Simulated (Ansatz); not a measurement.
Results of LDA (plane waves, PAW; Ansatz, a program for electronic structure) for BN (model structure, started from the HgO type, P6/mmm, No. 191, 6 atoms in the cell).

Run with plane-wave cutoff 520 eV, 12×12×6 k mesh (along the axes of the cell as run), Fermi–Dirac smearing 0.01 eV, scalar-relativistic PAW data made under PBE.

Cell (relaxed at this level):

```xyz
6
Lattice="3.6587 0.0000 0.0000 -1.8293 3.1685 0.0000 0.0000 0.0000 7.8160" Properties=species:S:1:pos:R:3 pbc="T T T"
B      0.0000     0.0000     3.9080
B      3.6587     0.0000     6.5133
B     -1.8293     3.1685     1.3027
N      1.8293     3.1685     0.0000
N      0.0000     0.0000     2.6053
N      0.0000     0.0000     5.2107
```

Problem. What does this level give for the band gap and direct gap at Γ?

Solution. 
* **band gap**: 2.27 eV (on the SCF k mesh)
* **direct gap at Γ**: 4.95 eV

Note: the relaxation could raise the start's symmetry but not lower it, so the cell can be a saddle point.

Static lattice: no zero-point or thermal effects.

A model structure was made by putting elements into a prototype or built by hand; it is no filed structure, need not be a known phase, and can be a saddle point held by its symmetry.
